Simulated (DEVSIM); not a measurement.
Device: Si p-i-n diode, at 300 K.

Layer 1 from the left is Si, thickness (μm) 0.110, Na (cm⁻³) 2.2e17, τn (s) 2.7e-5, τp (s) 2.7e-5. Layer 2 from the left is Si, thickness (μm) 36.0, Nd (cm⁻³) 3.4e13, τn (s) 2.7e-5, τp (s) 2.7e-5. Layer 3 from the left is Si, thickness (μm) 0.520, Nd (cm⁻³) 9e17, τn (s) 2.7e-5, τp (s) 2.7e-5.

Left contact: ohmic. Right contact: ohmic. Voltage is applied to the left contact. Recombination: SRH at mid-gap, radiative, Auger. Gap narrowing is on: ΔEg = 6.92 meV × (l + √(l² + 0.5)), l = ln(N/1.3e17 cm⁻³), shared equally by both band edges. Mobility is μmin + (μ − μmin)/(1 + (N/Nref)^α).

Constants are typed, rounded textbook-type inputs, not results; the design itself was drawn at random and stands for no fabricated device. Values at 300 K.

Si: gap (eV) 1.124, affinity (eV) 4.05, permittivity 11.7, Nc (cm⁻³) 2.86e19, Nv (cm⁻³) 3.1e19, μn (cm²/Vs) 1417, μp (cm²/Vs) 470, μn,min 52, μp,min 45, Nref,n 9.7e16, Nref,p 2.2e17, αn 0.68, αp 0.72, B (cm³/s) 4.7e-15, Cn (cm⁶/s) 2.8e-31, Cp (cm⁶/s) 9.9e-32.

DEVSIM, 1D drift-diffusion, Boltzmann statistics, complete ionisation; no tunnelling, impact ionisation, image-force lowering or self-heating.

Question: What does the simulation give for the potential step across the device at zero bias, the dark forward voltage at 1 A/cm²?

Answer: potential step across the device at zero bias 0.888 V; dark forward voltage at 1 A/cm² 0.597 V.
